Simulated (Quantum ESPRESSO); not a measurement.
Quantum ESPRESSO 7.5, DFT, PBE, plane waves, PseudoDojo 0.5 standard norm-conserving PBE (local tails restored to the Coulomb form): fcc Ni, 1 atom, spin-polarised from a ferromagnetic start (nspin = 2, starting_magnetization 0.1 on Ni). Basis and mesh were picked for this test and aren't claimed converged.

| Item | Result |
|---|---|
| cell | 2.49, 2.49, 2.49 Å; 60, 60, 60° |
| task | scf |
| k mesh | 15×15×15 |
| ecutwfc | 98 Ry |
| ecutrho | 392 Ry |
| occupations | smearing |
| smearing | mv |
| degauss | 0.02 Ry |
| conv_thr | 1e-09 Ry |
| tprnfor | true |
| tstress | false |
| k-point pools (-nk) | 1 |
| diagonalization | david (default) |
| mixing_mode | plain (default) |
| mixing_beta | 0.7 (default) |
| mixing_ndim | 8 (default) |
| k-points computed (for each spin) | 120 |
| bands | 13 |
| electrons | 18 |
| G-vectors of the density | 9721 |
| FFT grid | 30×30×30 |
| symmetry operations | 48 |

Machine: one whole node, AMD EPYC (Zen 5), 96 cores on 1 socket, no SMT, 12 L3 cache groups; 94 cores' worth of CPU time may be used.

Run on 48 ranks, it takes 7.7 s from launch to exit:

```bash
OMP_NUM_THREADS=1 mpirun -np 48 pw.x -nk 1 -in pw.in
```

From its output:

```
     Parallel version (MPI & OpenMP), running on      48 processor cores
     Number of MPI processes:                48
     Threads/MPI process:                     1
     R & G space division:  proc/nbgrp/npool/nimage =      48
     wavefunctions fft division:  task group distribution
     Subspace diagonalization in iterative solution of the eigenvalue problem:
     a serial algorithm will be used
     Using Pencil Decomposition
     number of atoms/cell      =            1
     number of electrons       =        18.00
     number of Kohn-Sham states=           13
     kinetic-energy cutoff     =      98.0000  Ry
     charge density cutoff     =     392.0000  Ry
     scf convergence threshold =      1.0E-09
     mixing beta               =       0.7000
     number of iterations used =            8  plain     mixing
     48 Sym. Ops., with inversion, found
     number of k points=   120  Marzari-Vanderbilt smearing, width (Ry)=  0.0200
     Dense  grid:     9721 G-vectors     FFT dimensions: (  30,  30,  30)
     Estimated max dynamical RAM per process >       3.09 MB
     Estimated total dynamical RAM >     148.23 MB
...
     init_run     :      0.20s CPU      0.22s WALL (       1 calls)
     electrons    :      5.44s CPU      5.86s WALL (       1 calls)
     forces       :      0.02s CPU      0.02s WALL (       1 calls)

     Called by init_run:
     wfcinit      :      0.17s CPU      0.19s WALL (       1 calls)
     potinit      :      0.00s CPU      0.00s WALL (       1 calls)
     hinit0       :      0.02s CPU      0.02s WALL (       1 calls)

     Called by electrons:
     c_bands      :      4.66s CPU      5.00s WALL (      10 calls)
     sum_band     :      0.77s CPU      0.85s WALL (      10 calls)
     v_of_rho     :      0.01s CPU      0.01s WALL (      10 calls)
     mix_rho      :      0.00s CPU      0.00s WALL (      10 calls)

     Called by c_bands:
     init_us_2    :      0.02s CPU      0.02s WALL (    5280 calls)
     cegterg      :      4.59s CPU      4.92s WALL (    2400 calls)

     Called by *egterg:
     cdiaghg      :      0.60s CPU      0.63s WALL (    6832 calls)
     h_psi        :      3.80s CPU      4.08s WALL (    7312 calls)
     g_psi        :      0.01s CPU      0.01s WALL (    4672 calls)

     Called by h_psi:
     h_psi:calbec :      0.14s CPU      0.15s WALL (    7312 calls)
     vloc_psi     :      3.62s CPU      3.89s WALL (    7312 calls)
     vloc_psi:tg_ :      0.01s CPU      0.01s WALL (    7312 calls)
     add_vuspsi   :      0.02s CPU      0.02s WALL (    7312 calls)

     General routines
     calbec       :      0.15s CPU      0.16s WALL (    8272 calls)
     fft          :      0.03s CPU      0.03s WALL (     207 calls)
     ffts         :      0.00s CPU      0.00s WALL (      20 calls)
     fftw         :      4.03s CPU      4.35s WALL (  180074 calls)

     Parallel routines
     fft_scatt_xy :      0.25s CPU      0.27s WALL (  180301 calls)
     fft_scatt_yz :      2.99s CPU      3.23s WALL (  180301 calls)
     fft_scatt_tg :      0.11s CPU      0.11s WALL (  180074 calls)

     PWSCF        :      6.52s CPU      6.98s WALL
```

Wall times, medians of two to five repeats, each run alone on the node (launch to exit). Processes are pinned to neighbouring cores unless said otherwise. The times hold for this build (conda-forge: Open MPI 5.0, OpenMP, OpenBLAS 0.3.34 (pthreads), FFTW, ScaLAPACK, ELPA). Scratch files lie in a memory file system.

### Question
What holds this run back, and which change relieves it on the same cores with the result kept within 1.0 meV/atom in energy, 0.020 μB/atom in absolute magnetization?

### Answer
The largest part is FFTs of H·ψ (vloc_psi), 51 % of the time from launch to exit. Of the 4.4 s in fft, ffts and fftw, 3.6 s are fft_scatt_*, the packing and exchange of data between ranks. One change that relieves it (others may too): going from -nk 1 to -nk 24, one of the fastest of the measured ones that keep the result: 7.7 s to 1.5 s (5.0× as fast). The largest move is in FFTs of H·ψ (vloc_psi): 3.9 s to 0.34 s. These two results differ by: energy equal as printed, absolute magnetization equal as printed. Others tried: -nk 12 (1.6 s); -nk 16 (1.6 s); -nk 8 (1.6 s); -nk 6 (1.7 s); -nk 48 (1.7 s); -nk 4 (2.2 s); -nk left out (the program takes 4) (2.2 s); -nk 3 (2.6 s); -nk 2 (3.6 s). Launch, exit and the like take 0.61 s of the 1.5 s.
